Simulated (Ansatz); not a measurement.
The starting structures come from a database of crystals and need not be the phases stable at ambient conditions.

 Where the default PAW files enter, the runs use the earlier of Ansatz's two default sets.

Tunnelling through a barrier is set by its complex band structure: the current falls as exp(−2κd) with the smallest κ.

Here is the system:

```
Sr4OP2
1.0
    4.81426     0.00000     0.00000
    2.40713     8.35208     0.00000
    0.00000     1.38750     4.60998
Sr P O
4 2 1
Cartesian
  4.81426   6.36450   3.11201
  2.40713   3.37509   1.49797
  2.40713   0.00000   0.00000
  0.00000   0.69375   2.30499
  4.81426   3.45617   3.98736
  2.40713   6.28342   0.62262
  2.40713   0.69375   2.30499
```

Space group of this cell: I4/mmm. The cell is taken as given.

Transport runs along the normal of the first two printed cell vectors, the (101) plane of the conventional cell.

No gap correction and no spin-orbit coupling; mid-gap values are interpolated between computed energies.

### Question
Predict the band gap and the smallest decay constant κ at mid-gap from r2SCAN (Ansatz, a first-principles code).

### Answer
Gap 1.56 eV on a 8×8×8 mesh; κ = 0.145 1/Å, at (0.000, 0.500) of the in-plane reciprocal vectors. At the zone centre, at the nearest computed energy, the slowest state has κ = 0.16 1/Å.
